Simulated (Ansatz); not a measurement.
Parameter sweep on Ba (Im-3m, 1 atom in the cell)

```yaml
crystal:
  lattice:
    - [-2.54765, 2.54765, 2.54765]
    - [2.54765, -2.54765, 2.54765]
    - [2.54765, 2.54765, -2.54765]
  atoms:
    - { symbol: Ba, position: [0.00000, 0.00000, 0.00000] }
```

Base run A: PBE, PAW files run with Ansatz (an electronic-structure program), self-consistent single point.

Its settings: basis.ecutwfc = 420 eV; kpoints.mp_grid.grid = 6 6 6; hamiltonian.xc = pbe; hamiltonian.pseudopotentials = {kind: paw} (an earlier, softer set of the program's PAW files); scf.occupations.method = gaussian; scf.occupations.width = 0.1 eV.

The starting cell has typed, rounded lattice constants, without a prior relaxation at this level. Its lattice was rescaled by a random factor within 2.5 % of one. Ansatz's pressure includes its estimate of the finite-basis (Pulay) stress.

A dash stands where there is no value to compare (another energy zero or no entropy term, no result, no spin, no clean gap, or a mesh too coarse for one). 

Runs:
- B: hamiltonian.dispersion: default → d3bj [PBE-D3BJ]
- C: hamiltonian.dispersion: default → d3bjatm [PBE-D3BJ-ATM]
- D: hamiltonian.dispersion: default → d4 [PBE-D4]

| run | pressure (GPa) | dispersion energy (eV/atom) |
|---|---|---|
| A | -0.27 | – |
| B | -0.72 | -0.190 |
| C | -0.70 | -0.185 |
| D | -0.62 | -0.152 |

Run C against A: The pressure goes from -0.27 to -0.70 GPa.

Run B against A: The pressure goes from -0.27 to -0.72 GPa.

Keys are those of Ansatz 0.2.
